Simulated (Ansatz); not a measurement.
## BaTiO3: holes 5.0×10^21 cm⁻³

Take BaTiO$_{3}$ (space group R3m, No. 160; a = 5.680 Å, c = 6.995 Å (hexagonal axes)) as the base.

It is then changed as follows: hole doping at 5.0×10^21 cm⁻³ (0.326 per cell), with a uniform compensating background at fixed cell and a 300 K Fermi–Dirac width.

All numbers come from plane-wave PAW DFT at the r2SCAN level (Ansatz, a program for electronic structure, 500 eV), no spin-orbit coupling, earlier PAW set. k-mesh 12×12×12 (Γ-centred); smearing 0.0259 eV (Fermi–Dirac).

```csv
quantity,base,changed,shift
gap between the host's bands,2.87 eV,2.85 eV,-0.02 eV
gap character,"indirect, T → Γ","indirect, T → Γ",–
largest internal atomic displacement,–,0.018 Å,–
Fermi level relative to the doped band's edge (positive inside the band; to 0.05 eV),–,+0.15 eV,–
```

Final structure:

```
BaTiO3
1.0
    2.84011     1.63974     2.33159
   -2.84011     1.63974     2.33159
    0.00000    -3.27947     2.33159
Ba Ti O
1 1 3
Direct
  0.99976   0.99976   0.99976
  0.51217   0.51217   0.51217
  0.48953   0.98010   0.48953
  0.48953   0.48953   0.98010
  0.98010   0.48953   0.48953
```
Cell charge +0.325749.

Cost of the whole job for the changed cell (relaxation, final SCF and bands): around 7 core-minutes (rough).

Charged cell with a jellium background: band edges are those of the host's band count, energies are not comparable with the neutral cell, and many-body gap narrowing is missing. No phonon test of stability was made. The final runs are not spin-polarised. This is not the structure that BaTiO3 has at room temperature and ambient pressure.
